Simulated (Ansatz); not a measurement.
Start from Ge in the diamond structure (space group Fd-3m, No. 227; a = 5.676 Å).

All numbers come from Ansatz (an electronic-structure program), PBEsol, PAW, cutoff 420 eV, no spin-orbit coupling.

One change was made to it. Results:

The lattice parameter a decreases by 0.0085 Å (5.676 Å → 5.668 Å); the band gap remains zero.

Question: What was done to the base?
(A) pressure 10 GPa
(B) pressure 0.7 GPa
(C) pressure 7.5 GPa
(D) pressure −1 GPa
(E) pressure 0.3 GPa

Answer: E, pressure 0.3 GPa. For comparison, the lattice parameter a in the other runs: pressure 10 GPa gives 5.466 Å; pressure −1 GPa gives 5.705 Å; pressure 0.7 GPa gives 5.657 Å; pressure 7.5 GPa gives 5.508 Å.

Load acts through the strain it causes; cell and atoms are relaxed under it. Stability against distortions was not tested. Tetrahedral semiconductors of this kind turn to denser phases somewhere between about 1 and 50 GPa; those were not computed, so compressed cells here can lie past the real transition. The zero or small gap of Ge can change with the level of theory.
